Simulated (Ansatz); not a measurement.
The reference is WC (space group P-6m2, No. 187; a = 2.922 Å, c = 2.846 Å; relaxed with 0.1 eV smearing). Axes: x lies along a and z along c of the hexagonal cell.

(Cell as relaxed with PBE.)

Levels (all Ansatz, an electronic-structure program, PAW): PBE (420 eV, no SOC); r2SCAN (500 eV, scalar-relativistic without spin-orbit coupling).

Each level relaxes its own structure.

```
base                      PBE    r2SCAN
-------------------  --------  --------
volume per atom      10.53 Å³  10.42 Å³
lattice parameter a   2.922 Å   2.913 Å
band gap                 zero      zero
```

Now apply this change: biaxial strain −2.07 %, plane normal [001], relaxed out of plane (Cartesian); in-plane vectors clamped, the third vector and the atoms free.

```json
[
 {"quantity": "pressure (mean of the normal stresses, compression positive)", "PBE": "13.1 GPa", "r2SCAN": "(withheld)"},
 {"quantity": "shortest interatomic distance", "PBE": "2.188 Å", "r2SCAN": "(withheld)"}
]
```

Task: What does r2SCAN give?

Result: 
- pressure (mean of the normal stresses, compression positive), r2SCAN: 13.8 GPa
- shortest interatomic distance, r2SCAN: 2.180 Å

PBE's pressure lies 0.76 GPa below r2SCAN's; PBE's shortest interatomic distance lies 0.008 Å above r2SCAN's (0.4 %). Neither level is exact; r2SCAN is the comparison here, not a measurement.

Whether these cells are dynamically stable was not tested. All final runs are without spin polarisation.
